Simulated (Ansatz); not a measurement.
**Sb2TeO2 (model structure, started from the La2SO2 type, P-3m1, No. 164, 5 atoms in the cell)**

The numbers are results of PBE+SOC in Ansatz (PAW), not measurements.

Numerical settings: plane-wave cutoff 520 eV, 18×18×8 k mesh (along the axes of the cell as run), Fermi–Dirac smearing 0.05 eV, PAW data made under PBE.

Cell (relaxed with PBEsol):

O₂Sb₂Te is modelled in the trigonal space group P-3m1 (No. 164), Pearson symbol hP5. Conventional cell: a = b = 3.964 Å, c = 7.065 Å, α = β = 90.00°, γ = 120.00°. Sb on 2d is coordinated by 1 O at 2.167 Å and 3 O at 2.379 Å and 3 Te at 3.123 Å. Te on 1b has 6 Sb at 3.123 Å (octahedral). O on 2d sees 1 Sb at 2.167 Å and 3 Sb at 2.379 Å (tetrahedral). (Neighbours: up to the widest gap in distance over summed covalent radii, below 1.35, at either atom.)

For Sb2TeO2 (model structure, started from the La2SO2 type, P-3m1, No. 164, 5 atoms in the cell), the band gap comes out as 0.02 eV (under three smearing widths, so not firm), the smallest direct gap on the k points sampled is 0.75 eV and the Γ–Γ gap is 1.75 eV.

Note: the relaxation could raise the start's symmetry but not lower it, so the cell can be a saddle point; cell and atoms aren't relaxed at this level (largest force component 0.16 eV/Å, pressure 4.2 GPa).

A model structure was made by putting elements into a prototype or built by hand; it is no filed structure, need not be a known phase, and can be a saddle point held by its symmetry.

Ansatz is a program for electronic structure.
